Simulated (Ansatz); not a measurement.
Reference: monolayer ZrSe2, HSE06, rigid bands (plane waves, PAW, scalar-relativistic; Ansatz, a first-principles code); geometry: cell and atoms relaxed with PBE.

```
CELL_PARAMETERS angstrom
      3.79880     0.00000     0.00000
     -1.89940     3.28986     0.00000
      0.00000     0.00000    19.09986
ATOMIC_POSITIONS crystal
  Zr 0.00000 0.00000 0.50000
  Se 0.33333 0.66667 0.58285
  Se 0.66667 0.33333 0.41715
```

band gap: 1.16 eV
electron conductivity mass: 0.39 mₑ

**Question.** Replace Se by S on the same sites and relax. What happens?

**Answer.** band gap rises (1.16 eV to 2.02 eV); electron conductivity mass rises (0.39 mₑ to 0.51 mₑ).

**Question.** Replace Zr by Sn on the same sites and relax. What happens?

**Answer.** band gap rises (1.16 eV to 1.41 eV); electron conductivity mass falls (0.39 mₑ to 0.32 mₑ).

**Question.** Swap Zr for Pt, keeping the structure type. How do these values move?

**Answer.** band gap rises (1.16 eV to 1.94 eV); electron conductivity mass falls (0.39 mₑ to 0.31 mₑ).

Moves up to 5 % count as about the same. Masses are for dilute carriers at 300 K, harmonic means over directions unless an axis is named. Spin-orbit coupling is left out.

Model free-standing layer, not matched to a measured one here: monolayer PtSe2, monolayer SnSe2, monolayer ZrS2, monolayer ZrSe2. The missing spin-orbit coupling matters most for monolayer PtSe2.
